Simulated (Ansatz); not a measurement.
## A computed series for MgO: pressure series

The parent structure is MgO (space group R-3m, No. 166; a = 2.968 Å, c = 59.376 Å (hexagonal axes); a cell from a computed database, its experimental status unchecked).

Cell and atoms are relaxed at each pressure.

All numbers come from Ansatz (an electronic-structure program) PBEsol, scalar-relativistic without spin-orbit coupling.

Candidates:
(a) pressure 0.7 GPa
(b) pressure 3 GPa
(c) pressure 0.3 GPa
(d) pressure −1 GPa
(e) pressure 5 GPa

For the base:

| Property | Value |
|---|---|
| Smallest direct gap | 4.02 eV |

Task: Order them by smallest direct gap, highest first.

Result: (e) pressure 5 GPa (4.28 eV), (b) pressure 3 GPa (4.18 eV), (a) pressure 0.7 GPa (4.06 eV), (c) pressure 0.3 GPa (4.04 eV), (d) pressure −1 GPa (3.97 eV)

Load acts through the strain it causes; cell and atoms are relaxed under it. Whether these cells are dynamically stable was not tested. Competing high-pressure phases were not computed. This is not the structure that MgO has at room temperature and ambient pressure.
